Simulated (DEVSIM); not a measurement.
**abrupt GaAs n-p junction**

Structure: abrupt GaAs n-p junction, at 300 K.

| layer (left to right) | material | thickness (μm) | Nd (cm⁻³) | Na (cm⁻³) | τn (s) | τp (s) |
|---|---|---|---|---|---|---|
| 1 | GaAs | 2.60 | 5.4e13 | - | 7.9e-9 | 7.9e-9 |
| 2 | GaAs | 8.80 | - | 1.6e17 | 7.9e-9 | 7.9e-9 |

Left contact: ohmic. Right contact: ohmic. Voltage is applied to the left contact. Recombination: SRH at mid-gap, Auger. Mobility is constant in doping.

Constants are typed, rounded textbook-type inputs, not results; the design itself was drawn at random and stands for no fabricated device. Values at 300 K.

| parameter | GaAs |
|---|---|
| gap (eV) | 1.424 |
| affinity (eV) | 4.07 |
| permittivity | 12.9 |
| Nc (cm⁻³) | 4.7e17 |
| Nv (cm⁻³) | 9e18 |
| μn (cm²/Vs) | 8500 |
| μp (cm²/Vs) | 400 |
| Cn (cm⁶/s) | 1e-30 |
| Cp (cm⁶/s) | 1e-30 |

Model (solved in DEVSIM): 1D drift-diffusion, Boltzmann statistics, complete ionisation; no tunnelling, impact ionisation, image-force lowering or self-heating.

```yaml
potential_step_across_the_device_at_zero_bias: 1.085 V
largest_field_in_the_device_at_zero_bias: 21000 V/cm
Dark forward voltage at 1 A/cm²: 0.910 V
Dark forward voltage at 100 A/cm²: 1.136 V
```

Dark forward current:

(V (V), J (A/cm²)): (-0.05, -9.2e-10); (-0.10, -3.3e-9); (-0.20, -2.8e-8); (-0.25, -8.1e-8); (-0.30, -2.3e-7); (-0.40, -1.9e-6); (-0.45, -5.6e-6); (-0.55, -5.6e-5); (-0.60, -0.00019); (-0.65, -0.00072); (-0.75, -0.012); (-0.80, -0.052); (-0.85, -0.21); (-0.95, -2.5); (-1.00, -7.5); (-1.10, -53); (-1.15, -130); (-1.20, -280); (-1.30, -740); (-1.35, -910); (-1.40, -1000); (-1.50, -1200); (-1.55, -1300); (-1.65, -1400); (-1.70, -1500); (-1.75, -1600); (-1.85, -1700); (-1.90, -1700)
